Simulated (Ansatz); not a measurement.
The structure below was relaxed with DFT with r2SCAN, PAW potentials and a 500 eV plane-wave cutoff in Ansatz (a program for electronic structure), no spin-orbit coupling.

Space group F-43m (No. 216); a = b = c = 7.448 Å, α = β = γ = 90.00°

```json
[
 {"atom": "Te", "site": "4c", "symmetry": "-43m", "x": "0.2500", "y": "0.2500", "z": "0.2500"},
 {"atom": "Sr", "site": "4a", "symmetry": "-43m", "x": "0.0000", "y": "0.0000", "z": "0.0000"}
]
```

Task: Write out a cell with all atoms.

Result: 
```
SrTe
1.0
    7.44806     0.00000     0.00000
    0.00000     7.44806     0.00000
    0.00000     0.00000     7.44806
Te Sr
4 4
Direct
  0.25000   0.25000   0.25000
  0.25000   0.75000   0.75000
  0.75000   0.25000   0.75000
  0.75000   0.75000   0.25000
  0.00000   0.00000   0.00000
  0.00000   0.50000   0.50000
  0.50000   0.00000   0.50000
  0.50000   0.50000   0.00000
```
This is the conventional cell.

No phonon test of stability was made. The cell was made from BeTe by this change: Be → Sr; the result is a hypothetical phase, not in the database extracts checked.
